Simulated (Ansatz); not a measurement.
Consider the following.

End structure of the (21-31) surface of hcp Be in its 1x1 cell, outermost plane spacing 0.12 Å in the ideal cut:

```xyz
30
Lattice="4.2252 0.0000 0.0000 -1.1987 5.1619 0.0000 0.0000 0.0000 26.5000" Properties=species:S:1:pos:R:3 pbc="T T T"
Be    -0.4955     4.2387     8.2454
Be    -0.0608     1.0766     8.3267
Be     1.9628     0.7906     8.7565
Be     1.0677     2.8292     8.9777
Be     3.1859     2.5896     9.5103
Be     2.2050     4.5856     9.6552
Be     0.1453     4.3592    10.2992
Be     0.4661     1.2060    10.4512
Be     2.5747     0.9704    10.9705
Be     1.6674     2.9639    11.1503
Be    -0.4410     2.7380    11.7237
Be     2.8585     4.7406    11.8735
Be     0.7511     4.5026    12.4590
Be     1.0596     1.3510    12.5797
Be     3.1682     1.1082    13.1819
Be     2.2795     3.1297    13.3181
Be     0.1629     2.8868    13.9203
Be    -0.7273     4.8972    14.0410
Be     1.3905     4.6592    14.6265
Be     1.6635     1.4998    14.7763
Be     3.7803     1.2739    15.3497
Be     2.8730     3.2675    15.5295
Be     0.7564     3.0319    16.0488
Be    -0.1215     5.0405    16.2008
Be     2.0440     4.8142    16.8448
Be     2.2618     1.6482    16.9897
Be     0.1548     1.4086    17.5223
Be    -0.7404     3.4472    17.7435
Be     1.2833     3.1612    18.1733
Be     1.7180    -0.0009    18.2546
```

Set-up: 30 atoms, 10.3 Å thick at the start (thin: gaps and levels are the slab's own); mesh 9x7x1; 0.1 eV smearing; dipole correction on; all atoms relaxed; symmetry of the start imposed; no spin, no spin-orbit, no U.

Question: What surface energy (mean of both faces) does PBE (Ansatz, an electronic-structure program) give?

Answer: 2.32 J/m²

Question: Give the work function of the top face at the level PBE.

Answer: 4.49 eV
